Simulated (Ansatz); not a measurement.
This concerns the energy of the reaction as written. Reaction: 1/4 cell B + 3/8 F2 (gas) → cell A. A negative value means that the right-hand side lies lower.

Cell A: a slab of Mo (bcc, Im-3m) cut along (110), 6 atoms, oblique cell of 3.16 × 2.74 Å (7.1 Å²), symmetry Cm within 0.02 Å, 10.3 Å thick under 16 Å of vacuum, in-plane vectors held at the crystal's; planes from bottom to top: Mo × 5 | F, its two faces unlike (dipole correction applied); added, foreign or displaced atoms, above the top plane: F bound to 3 Mo at 2.10–2.30 Å; spin state with PBE: run without spin, k-point mesh 18×21×1.
```xyz
6
Lattice="3.1611 0.0000 0.0000 1.5806 2.2352 0.0000 0.0000 0.0000 26.1814" Properties=species:S:1:pos:R:3 pbc="T T T"
Mo     0.0001    -0.0012     8.0559
Mo     1.5805     0.0016    10.1882
Mo     0.0000     0.0031    12.4313
Mo     1.5803    -0.0172    14.6815
Mo     0.0003    -0.0948    16.8421
F      1.5804     0.6673    18.3348
```

Cell B: a slab of Mo (bcc, Im-3m) cut along (110), 21 atoms, oblique cell of 6.32 × 5.48 Å (28.3 Å²), symmetry Cm within 0.02 Å, 10.3 Å thick under 16 Å of vacuum, in-plane vectors held at the crystal's; planes from bottom to top: Mo4 × 5 | F, its two faces unlike (dipole correction applied); added, foreign or displaced atoms, above the top plane: F bound to 3 Mo at 2.13–2.35 Å; spin state with PBE: run without spin, k-point mesh 9×10×1.
```yaml
crystal:
  lattice:
    - [6.32223, 0.00000, 0.00000]
    - [3.16112, 4.47049, 0.00000]
    - [0.00000, 0.00000, 26.18140]
  atoms:
    - { symbol: Mo, position: [0.00108, 0.99824, 0.30882] }
    - { symbol: Mo, position: [0.50073, 0.99816, 0.30882] }
    - { symbol: Mo, position: [0.00031, 0.49929, 0.30860] }
    - { symbol: Mo, position: [0.50093, 0.49805, 0.30841] }
    - { symbol: Mo, position: [0.75084, 0.49837, 0.39005] }
    - { symbol: Mo, position: [0.25070, 0.49843, 0.39004] }
    - { symbol: Mo, position: [0.75030, 0.99942, 0.38998] }
    - { symbol: Mo, position: [0.25089, 0.99823, 0.38968] }
    - { symbol: Mo, position: [0.00070, 0.99828, 0.47591] }
    - { symbol: Mo, position: [0.50092, 0.99843, 0.47591] }
    - { symbol: Mo, position: [0.00110, 0.49783, 0.47557] }
    - { symbol: Mo, position: [0.50007, 0.49991, 0.47570] }
    - { symbol: Mo, position: [0.75344, 0.49531, 0.56199] }
    - { symbol: Mo, position: [0.25136, 0.49530, 0.56200] }
    - { symbol: Mo, position: [0.75271, 0.99453, 0.56065] }
    - { symbol: Mo, position: [0.24956, 0.00077, 0.56189] }
    - { symbol: Mo, position: [0.00977, 0.97986, 0.64482] }
    - { symbol: Mo, position: [0.51030, 0.97990, 0.64484] }
    - { symbol: Mo, position: [0.98451, 0.53095, 0.64520] }
    - { symbol: Mo, position: [0.50871, 0.48250, 0.64075] }
    - { symbol: F, position: [0.15857, 0.18323, 0.70102] }
```

Reference: an isolated F2 molecule (singlet) in a box of 11 × 11 × 13 Å.

Computed with Ansatz (plane waves, PAW), its PAW set soft_1, cutoff 420 eV. The structures are at rest with PBE, within the held lattices. Neutral cells; Fermi-Dirac smearing of at most 0.10 eV in the solids, energies taken to zero width. Larger cells are relaxed from a start prepared with the learned potential CHGNet till forces fall under 0.03 eV/Å, which some starts already meet. A dispersion term (D3(BJ), or D4 for r2SCAN) was computed beside these levels and is taken off wherever the name lacks it. Space groups of crystals are read within 0.01 Å. Nuclei at rest; no vibrational terms. The structures are the rest points that the relaxations reached, not proven lowest. The d electrons get no Hubbard U. Values are for these cell sizes. The cells' k-point meshes differ in density, so the last digit is unsettled. Cell A has symmetry Cm within 0.02 Å and got no random move, so less symmetric positions, which may lie lower, weren't tried. Cell B has symmetry Cm within 0.02 Å and got no random move, so less symmetric positions, which may lie lower, weren't tried.

### Question
What is the computed value (PBE)?

### Answer
-2.71 eV, for 1/4 cell B + 3/8 F2 (gas) → cell A.

Ansatz is a program for electronic structure.
